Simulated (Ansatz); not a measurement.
Troubleshooting Ansatz (a program for electronic structure): a failed run on CsPbBr3 (Pnma, 20 atoms in the cell). The aim is a self-consistent single point with DFT, LDA (PW92), plane waves, PAW files made with PBE.

Cell that was meant: a = 8.4260 Å, b = 11.8397 Å, c = 8.0743 Å, α = 90.00°, β = 90.00°, γ = 90.00°.

Part of the input:

Ansatz 0.2 input:
```yaml
scf:
  occupations:
    method: fixed
  max_iter: 2
output:
  forces: true
  eigenvalues: true
```

Log, with long lists cut:

```
SCF iter   1: F=—  HF=-100792.393011 eV  |F-HF|=—  |Δ(HF+E_count)|=         —  Δρ=2.05e-2  dr2=1.05e1  ethr=3.10e-3  ⟨swp⟩=19.2  Hψ=5601  notcnv=0
all-band conjugate gradients solve this SCF's bands
preconditioner: auto → Resta (q_TF=auto, 2.117 Å⁻¹)
SCF iter   2: F=—  HF=-100788.732761 eV  |F-HF|=—  |Δ(HF+E_count)|=    3.66e0  Δρ=1.00e-2  dr2=3.22e0  ethr=3.10e-3  ⟨swp⟩=15.2  Hψ=3881  notcnv=0
Error: did not converge after 2 iterations: dr2 = 3.22e0 (threshold 1.00e-7), under the density mixer `msr1`, which `scf.mixing.algorithm: auto` chose by the deck's other keys (type `scf.mixing.algorithm: msr1` to keep it); at k-index 0, counted from 0 in this SCF's own list of k-points, the highest band that the last eigensolve's fill by count filled, 3.449657 eV, and the lowest that it left empty, 5.340822 eV, lay 1.891e0 eV apart, the closest at any k-point: where those lie closer than the levels still move from one iteration to the next, and no symmetry of the run holds them equal, such a fill need not settle, and opposed starting moments at zero total moment, or else a narrow [...]
```

Question: Diagnose the run.

Answer: The fault is an iteration limit that is too low. The loop is cut before its threshold is met, so whatever is printed at the end is not self-consistent. To fix it, raise the limit, or leave it to the default. The run ended unconverged after 2 iterations.

An input that runs soundly differs in these lines (not the only fix; some lines may just follow from the change or write a value another way):
```diff
-  max_iter: 2
```

With that input, the run converged in 8 iterations: free energy E − TS (on the zero of these files) -100787.0354 eV; top of the valence band (on the code's own zero) 3.00 eV; gap on the k-point mesh 1.81 eV; pressure -1.40 GPa; largest force (vector length) 0.197 eV/Å (DFT, LDA (PW92), plane waves, PAW files made with PBE).

On the sound input: the starting cell comes from a database of computed structures (which also holds hypothetical and non-ambient phases and stackings), without a prior relaxation at this level. Its lattice was rescaled by a random factor within 2.5 % of one. Spin-orbit coupling is off. Ansatz's pressure includes its estimate of the finite-basis (Pulay) stress.
